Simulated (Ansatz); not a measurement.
The starting structures come from a database of crystals and need not be the phases stable at ambient conditions.

 Where the default PAW files enter, the runs use the earlier of Ansatz's two default sets.

Consider the following.

```xyz
18
Lattice="5.8460 0.0000 0.0000 0.0000 5.8460 0.0000 0.0000 0.0000 8.4130" Properties=species:S:1:pos:R:3 pbc="T T T"
K      2.9230     2.9230     0.0000
K      0.0000     0.0000     0.0000
Na     0.0000     2.9230     2.0316
Na     2.9230     0.0000     6.3814
La     0.0000     0.0000     4.2065
La     2.9230     2.9230     4.2065
Nb     0.0000     2.9230     6.2649
Nb     2.9230     0.0000     2.1481
O      0.0000     2.9230     8.1331
O      2.9230     0.0000     0.2799
O      1.3400     1.5830     5.6611
O      1.3400     4.2630     5.6611
O      4.5060     4.2630     5.6611
O      4.5060     1.5830     5.6611
O      4.2630     1.3400     2.7519
O      4.2630     4.5060     2.7519
O      1.5830     4.5060     2.7519
O      1.5830     1.3400     2.7519
```

Space group of this cell: P4/nmm. The cell is taken as given; by r2SCAN its mean pressure is -4.1 GPa.

Transport runs along the normal of the first two printed cell vectors, the (001) plane of the conventional cell.

No gap correction and no spin-orbit coupling; mid-gap values are interpolated between computed energies.

Estimate the band gap and the smallest decay constant κ at mid-gap that r2SCAN in Ansatz (a first-principles code) returns for this system.

Gap 4.03 eV on a 6×6×4 mesh; κ = 0.622 1/Å, at (0.167, 0.167) of the in-plane reciprocal vectors. At the zone centre, at the nearest computed energy, the slowest state has κ = 0.65 1/Å.
